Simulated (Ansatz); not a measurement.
End structure of a constructed model of the (0001) surface of hcp Ti (in the relaxation 1 Ti–Ti bonds formed), a layer of Co in place of the second plane (bottom of the slab: a bare face, its two planes held):

```xyz
6
Lattice="2.9386 0.0000 0.0000 -1.4693 2.5449 0.0000 0.0000 0.0000 27.5000" Properties=species:S:1:pos:R:3 pbc="T T T"
Ti     1.4693     0.8483     8.1396
Ti     0.0000     1.6966    10.4654
Ti     1.4693     0.8483    12.8381
Ti     0.0000     1.6966    15.1508
Co     1.4693     0.8483    17.0946
Ti     0.0000     1.6966    18.6964
```

Model: 6-atom slab, 11.2 Å thick at the start, 15x15x1 mesh, Fermi-Dirac 0.1 eV, dipole correction, 2 atoms held, the rest relaxed; symmetry of the start imposed; spin-polarised, ending with about 0.7 μB a cell; orders that need a larger cell were not tried, no spin-orbit, no U. It is one candidate, not shown to be the stable structure of the face.

Problem. Predict the work function of the top face from PBE run with Ansatz (a program for electronic structure).

Solution. 4.04 eV
